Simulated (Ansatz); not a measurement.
Consider MgO in the rock salt structure (space group Fm-3m, No. 225; a = 4.254 Å). Axes: x, y, z lie along the cube axes.

Method: PBE in Ansatz (plane waves to 420 eV, PAW, no spin-orbit coupling).

Modification: every lattice vector is shortened by 2.50 %, atoms relaxed at fixed cell.

### Question
Predict the stress tensor and what it implies for the stiffness.

### Answer
Stress of the strained cell less that of the base (GPa, compression positive):
```
  13.24    0.00    0.00
   0.00   13.24    0.00
   0.00    0.00   13.24
```

Then B = −ΔP/(ΔV/V₀) with ΔV/V₀ = -0.0731 gives secant stiffness values (nonlinear terms included at this strain): B ≈ 181 GPa.

As a check, the harmonic strain energy −½ V₀ Δσ:ε is 30 meV/atom; the computed energy rise is 27 meV/atom.

Stability against distortions was not tested.

Ansatz is a quantum-chemistry and plane-wave program.
